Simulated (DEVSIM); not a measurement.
System: Schottky contact on n-type GaN, at 300 K.

| layer (left to right) | material | thickness (μm) | Nd (cm⁻³) | τn (s) | τp (s) |
|---|---|---|---|---|---|
| 1 | GaN | 0.600 | 1.7e15 | 2.1e-9 | 2.1e-9 |

Left contact: Schottky, work function 5.11 eV, emission velocity 5.6e6 cm/s. Right contact: ohmic. Voltage is applied to the left contact. Recombination: SRH at mid-gap, Auger. Mobility is μmin + (μ − μmin)/(1 + (N/Nref)^α).

The device is made up for the run: typed textbook-type constants, with dimensions and the other settings drawn at random. Values at 300 K; Nc and Nv go as T^1.5, mobilities as T to minus their exponent, the gap by Varshni's rule with the affinity fixed.

```tsv
parameter	GaN
gap (eV)	3.43
affinity (eV)	4.1
permittivity	9.5
Nc (cm⁻³)	2.3e18
Nv (cm⁻³)	4.6e19
μn (cm²/Vs)	1200
μp (cm²/Vs)	100
μn,min	55
μp,min	3
Nref,n	2e17
Nref,p	3e17
αn	1
αp	2
T exponent of μn	1.5
T exponent of μp	2
Cn (cm⁶/s)	1e-30
Cp (cm⁶/s)	1e-30
Varshni α (eV/K)	0.00091
Varshni β (K)	830
```

DEVSIM, 1D drift-diffusion, Boltzmann statistics, complete ionisation; no tunnelling, impact ionisation, image-force lowering or self-heating. Metal contacts follow the ideal Schottky-Mott rule: no Fermi-level pinning, no interface dipoles.

Base results: dark forward voltage at 100 A/cm² (V) 0.791; potential step across the device at zero bias (V) 0.824; largest field in the device at zero bias (V/cm) 23000; dark forward voltage at 1 A/cm² (V) 0.645.

Task: What follows from this one change: temperature 300 → 350 K?

Result: dark forward voltage at 100 A/cm² 0.791 → 0.750 V; potential step across the device at zero bias 0.824 → 0.786 V; largest field in the device at zero bias little changed (23000 V/cm); dark forward voltage at 1 A/cm² 0.645 → 0.579 V.

Task: What follows from this one change: metal work function 5.11 → 4.96 eV?

Result: dark forward voltage at 100 A/cm² 0.791 → 0.641 V; potential step across the device at zero bias 0.824 → 0.674 V; largest field in the device at zero bias 23000 → 21000 V/cm; dark forward voltage at 1 A/cm² 0.645 → 0.495 V.

Task: What follows from this one change: doping Nd of layer 1 1.7e+15 → 1.7e+16 cm^-3?

Result: dark forward voltage at 100 A/cm² 0.791 → 0.761 V; potential step across the device at zero bias 0.824 → 0.883 V; largest field in the device at zero bias 23000 → 74000 V/cm; dark forward voltage at 1 A/cm² 0.645 → 0.638 V.
